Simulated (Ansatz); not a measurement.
## Hypothetical P-3m1 Ba3P2, pressure series

Base system: Ba$_{3}$P$_{2}$ (space group P-3m1, No. 164; a hypothetical phase, not in the database extracts checked).

```xyz
5
Lattice="5.1924 0.0000 0.0000 -2.5962 4.4967 0.0000 0.0000 0.0000 8.0575" Properties=species:S:1:pos:R:3 pbc="T T T"
P      0.0000     2.9978     1.8430
P      2.5962     1.4989     6.2146
Ba     0.0000     0.0000     0.0000
Ba     0.0000     2.9978     5.2934
Ba     2.5962     1.4989     2.7641
```

Cell and atoms are relaxed at each pressure.

Level of theory: Ansatz (a program for electronic structure), PBE, PAW, cutoff 420 eV, spin-orbit coupling left out.

Two rows of this table had their results exchanged by mistake.

| pressure | volume per atom (Å³) | shortest distance (Å) | band gap |
|---|---|---|---|
| pressure −2 GPa | 29.66 | 3.051 | zero |
| pressure −1 GPa | 39.34 | 3.151 | 1.16 eV |
| pressure 0.9 GPa | 34.92 | 3.190 | 0.34 eV |
| pressure 2.1 GPa | 33.83 | 3.166 | 0.24 eV |
| pressure 4.5 GPa | 32.07 | 3.121 | 0.09 eV |
| pressure 9 GPa | 41.40 | 3.173 | 1.26 eV |
| pressure 15 GPa | 27.36 | 2.980 | zero |
| pressure 22.5 GPa | 25.28 | 2.911 | zero |
| pressure 30 GPa | 23.54 | 2.867 | zero |

Question: Which two?

Answer: The rows for pressure −2 GPa and pressure 9 GPa: the volume has to fall steadily with pressure, so 41.40 Å³ belongs to pressure −2 GPa and 29.66 Å³ to pressure 9 GPa.

The mesh was chosen for an insulator and is coarse for the gapless case. From pressure 0.9 GPa on, the axis ratios lie over 15 % from the base's, so the cell there is far from its starting form. Load acts through the strain it causes; cell and atoms are relaxed under it. Stability against distortions was not tested. No other phases were tried under pressure. The final runs are not spin-polarised. Along this pressure series the structure jumps between 0 GPa and pressure 0.9 GPa; cells beyond that are another form of it. The zero or small gap of Ba3P2 under pressure 2.1 GPa, Ba3P2 under pressure 4.5 GPa, Ba3P2 under pressure 9 GPa and Ba3P2 under pressure 15 GPa can change with the level of theory.
